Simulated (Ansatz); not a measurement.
# SiC, pressure series

Consider SiC in the wurtzite structure (space group P6_3mc, No. 186; a = 3.0753 Å, c = 5.0482 Å).

Cell and atoms are relaxed at each pressure.

Level of theory: r2SCAN (Ansatz, an electronic-structure program), without spin-orbit coupling.

Candidates:
(a) pressure 75 GPa
(b) pressure 100 GPa
(c) pressure 15 GPa
(d) pressure −2 GPa
(e) pressure 50 GPa

Before the change:

* **Smallest direct gap**: 4.48 eV

Task: Order them by smallest direct gap, lowest first.

Result: (d) pressure −2 GPa (4.46 eV), (c) pressure 15 GPa (4.61 eV), (e) pressure 50 GPa (4.84 eV), (a) pressure 75 GPa (4.97 eV), (b) pressure 100 GPa (5.08 eV)

Load acts through the strain it causes; cell and atoms are relaxed under it. Whether these cells are dynamically stable was not tested. No other phases were tried under pressure.
